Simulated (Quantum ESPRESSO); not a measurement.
## Effort and miss along a sweep of K_POINTS: InCu2 (P6_3/mmc, 6 atoms in the cell)

```xyz
6
Lattice="4.4547 0.0000 0.0000 -2.2274 3.8579 0.0000 0.0000 0.0000 5.3682" Properties=species:S:1:pos:R:3 pbc="T T T"
In     2.2274     1.2860     4.0262
In     0.0000     2.5720     1.3421
Cu     0.0000     0.0000     0.0000
Cu     0.0000     0.0000     2.6841
Cu     2.2274     1.2860     1.3421
Cu     0.0000     2.5720     4.0262
```

Computed with PBEsol, PSlibrary ultrasoft (PBE) pseudopotentials (plane waves; Quantum ESPRESSO).

Base settings: ecutwfc = 50 Ry; ecutrho = 300 Ry; occupations = smearing; smearing = gaussian; degauss = 0.0036749 Ry; input_dft = pbesol; potentials = {In: In.pbe-dn-rrkjus_psl.1.0.0.UPF, Cu: Cu.pbe-dn-rrkjus_psl.1.0.0.UPF}; K_POINTS = automatic 7 7 5 0 0 0; conv_thr = 1e-09 Ry; mixing_beta = 0.3.

Misses are taken against the tightest run, automatic 14 14 10 0 0 0, which need not be fully converged itself. The energy is the free energy per atom.

The count of work is k-points × plane waves × bands × iterations; it is no time, and leaves out set-up, grids and terms that scale otherwise. Core times come from one kind of shared machine and are given to one figure; runs under 30 s give none.

The starting cell comes from a database of computed structures (which also holds hypothetical and non-ambient phases and stackings), without a prior relaxation at this level. Spin polarisation is off. In the base run, with a pressure of about -6 GPa the cell is away from its equilibrium volume at this level.

The runs (K_POINTS): automatic 1 1 1 0 0 0 | automatic 2 2 1 0 0 0 | automatic 2 2 2 0 0 0 | automatic 3 3 2 0 0 0 | automatic 3 3 3 0 0 0 | automatic 4 4 3 0 0 0 | automatic 5 5 4 0 0 0 | automatic 6 6 4 0 0 0 | automatic 7 7 5 0 0 0 | automatic 8 8 6 0 0 0 | automatic 11 11 8 0 0 0 | automatic 14 14 10 0 0 0.

Question: Which is the coarsest setting among those run that, with all tighter ones, holds the energy within 20 meV/atom of the reference, and what does it save?

Answer: automatic 3 3 3 0 0 0, off by 4.6 meV/atom; it needs 0.038 of the reference's count of work.

Question: Which is the coarsest setting among those run that, with all tighter ones, holds the energy within 10 meV/atom of the reference, and what does it save?

Answer: automatic 7 7 5 0 0 0, off by 2.3 meV/atom; it needs 0.17 of the reference's count of work and about 0.2 of the reference's time. The coarser automatic 3 3 3 0 0 0 also lies inside, but a setting between leaves the range again, so that is luck.

Question: What does the step from automatic 2 2 1 0 0 0 to automatic 4 4 3 0 0 0 buy?

Answer: It takes the miss in the energy from 400 to 11 meV/atom, for 4.1 times the count of work.

| K_POINTS | energy less reference (meV/atom) | pressure less reference (GPa) | count of work / reference | core time / reference (rough) |
|---|---|---|---|---|
| automatic 1 1 1 0 0 0 | 2261.61 | 18.56 | 0.0094 | – |
| automatic 2 2 1 0 0 0 | 402.39 | 2.82 | 0.013 | – |
| automatic 2 2 2 0 0 0 | 180.16 | 0.15 | 0.025 | – |
| automatic 3 3 2 0 0 0 | 70.68 | -1.50 | 0.041 | – |
| automatic 3 3 3 0 0 0 | -4.64 | -1.05 | 0.038 | – |
| automatic 4 4 3 0 0 0 | -11.13 | -0.55 | 0.051 | – |
| automatic 5 5 4 0 0 0 | 14.36 | -0.06 | 0.10 | 0.2 |
| automatic 6 6 4 0 0 0 | 18.15 | 0.11 | 0.15 | 0.2 |
| automatic 7 7 5 0 0 0 | 2.28 | 0.05 | 0.17 | 0.2 |
| automatic 8 8 6 0 0 0 | 0.09 | -0.02 | 0.28 | 0.3 |
| automatic 11 11 8 0 0 0 | 1.79 | 0.01 | 0.56 | 0.6 |
| automatic 14 14 10 0 0 0 | 0.00 | 0.00 | 1.0 | 1 |

Left out of this page: 1 run of the series outside the window shown, repeating another row's setting, or not comparable.
